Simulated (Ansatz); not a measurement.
Results of PBE (Ansatz, a quantum-chemistry and plane-wave program, plane waves, PAW) for rutile MgH2.

Settings: plane-wave cutoff 520 eV, 6×6×8 k mesh (along the axes of the cell as run), scalar-relativistic PAW data made under PBE.

Cell (measured lattice):

```
MgH2
1.0
    4.50100     0.00000     0.00000
    0.00000     4.50100     0.00000
    0.00000     0.00000     3.01000
Mg H
2 4
Cartesian
  0.00000   0.00000   0.00000
  2.25050   2.25050   1.50500
  1.37002   1.37002   0.00000
  3.62052   0.88048   1.50500
  0.88048   3.62052   1.50500
  3.13098   3.13098   0.00000
```

Problem. Predict the Poisson ratio, elastic constant C11, elastic constant C33, Young modulus, elastic constant C12, elastic constant C13, elastic constant C44 and elastic constant C66.

Solution. 
Poisson ratio: 0.227
elastic constant C11: 71.2 GPa
elastic constant C33: 133 GPa
Young modulus: 83.7 GPa
elastic constant C12: 37.8 GPa
elastic constant C13: 30.2 GPa
elastic constant C44: 36.6 GPa
elastic constant C66: 51.7 GPa

Note: the cell isn't this level's own, so it is under some stress, which shifts stiffness and frequencies.

Elastic constants are with the ions relaxed.

Static lattice: no zero-point or thermal effects.

The result took roughly 5 core-minutes.
